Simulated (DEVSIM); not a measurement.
System: Pd/Al2O3/p-Si capacitor, at 350 K.

```tsv
layer (left to right)	material	thickness (nm)	Na (cm⁻³)
1	Al2O3	9.90	-
2	Si	4900	1.4e16
```

Metal gate on the left, work function 5.2 eV. Fixed charge at the semiconductor interface -9.2e10 cm⁻² (in units of +e); no interface traps.

The device is made up for the run: typed textbook-type constants, with dimensions and the other settings drawn at random. Values at 300 K; Nc and Nv go as T^1.5, mobilities as T to minus their exponent, the gap by Varshni's rule with the affinity fixed.

| parameter | Al2O3 | Si |
|---|---|---|
| gap (eV) | 6.8 | 1.124 |
| affinity (eV) | 1.35 | 4.05 |
| permittivity | 9 | 11.7 |
| Nc (cm⁻³) | - | 2.86e19 |
| Nv (cm⁻³) | - | 3.1e19 |
| Varshni α (eV/K) | - | 0.000473 |
| Varshni β (K) | - | 636 |

Simulated with DEVSIM: 1D Poisson equation in equilibrium, Boltzmann statistics, complete ionisation; no quantum confinement or tunnelling. Metal contacts follow the ideal Schottky-Mott rule: no Fermi-level pinning, no interface dipoles.

Tabulate band edges, carrier densities and field at 0.8 V on the gate.

Energies count from the Fermi level of the right contact; mesh points crowd at the junctions.

```csv
x (μm),Ec (eV),Ev (eV),n (cm⁻³),p (cm⁻³),field (V/cm)
0.000,3.050,-3.750,< 1e2,< 1e2,74000
0.001386,3.060,-3.740,< 1e2,< 1e2,74000
0.003886,3.079,-3.721,< 1e2,< 1e2,74000
0.007357,3.104,-3.696,< 1e2,< 1e2,74000
0.009646,3.121,-3.679,< 1e2,< 1e2,74000
0.01095,0.428,-0.683,2.5e13,5.7e9,42000
0.01372,0.439,-0.672,1.7e13,8.4e9,42000
0.02398,0.481,-0.630,4.3e12,3.3e10,40000
0.04430,0.557,-0.554,3.5e11,4.1e11,35000
0.08894,0.692,-0.419,3.9e9,3.6e13,25000
0.1958,0.848,-0.263,2.2e7,6.5e15,5500
0.5621,0.871,-0.239,1.0e7,1.4e16,≈ 0
1.300,0.871,-0.239,1.0e7,1.4e16,≈ 0
2.842,0.871,-0.239,1.0e7,1.4e16,≈ 0
4.235,0.871,-0.239,1.0e7,1.4e16,≈ 0
4.621,0.871,-0.239,1.0e7,1.4e16,≈ 0
4.782,0.871,-0.239,1.0e7,1.4e16,≈ 0
4.856,0.871,-0.239,1.0e7,1.4e16,≈ 0
4.892,0.871,-0.239,1.0e7,1.4e16,≈ 0
4.903,0.871,-0.239,1.0e7,1.4e16,≈ 0
4.907,0.871,-0.239,1.0e7,1.4e16,≈ 0
4.910,0.871,-0.239,1.0e7,1.4e16,≈ 0
```
